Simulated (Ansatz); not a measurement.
The parent structure is Cu$_{2}$S (space group P6_3/mmc, No. 194; a = 4.206 Å, c = 5.199 Å; a cell from a computed database, its experimental status unchecked). Axes: x lies along a and z along c of the hexagonal cell.

Computed with PBEsol (Ansatz, an electronic-structure program; PAW; 420 eV plane waves; spin-orbit coupling left out).

Base values:

| Quantity | Value |
|---|---|
| Pressure | 0.0 GPa |

Modification: strain tensor (xx, yy, zz, yz, xz, xy) = (+0.58, +0.85, −0.23, +0.09, −1.42, +0.09) %; the atoms relax in the strained cell.

Task: How does this affect the energy relative to the base?

Result: The energy increases by 1.5 meV/atom.

Task: Estimate the effect on the pressure.

Result: The pressure (mean of the normal stresses, compression positive) goes from zero to -1.7 GPa.

No phonon test of stability was made. All final runs are without spin polarisation.
